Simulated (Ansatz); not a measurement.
**La (space group P6_3/mmc, No. 194)**

```yaml
crystal:
  lattice:
    - [3.66119, 0.00000, 0.00000]
    - [-1.83060, 3.17069, 0.00000]
    - [0.00000, 0.00000, 11.71757]
  atoms:
    - { symbol: La, position: [0.00000, 0.00000, 0.00000] }
    - { symbol: La, position: [0.00000, 0.00000, 0.50000] }
    - { symbol: La, position: [0.33333, 0.66667, 0.25000] }
    - { symbol: La, position: [0.66667, 0.33333, 0.75000] }
```

Computed with Ansatz (a quantum-chemistry and plane-wave program) PBEsol, spin-orbit coupling left out. Γ-centred 15×15×4 mesh, Fermi–Dirac width 0.05 eV.

* **Volume per atom**: 34.01 Å³
* **Density**: 6.78 g/cm³
* **Band gap**: zero
* **Total energy**: -6161.276 eV/atom (σ→0; compares only within this code and set-up)

No phonon test of stability was made.
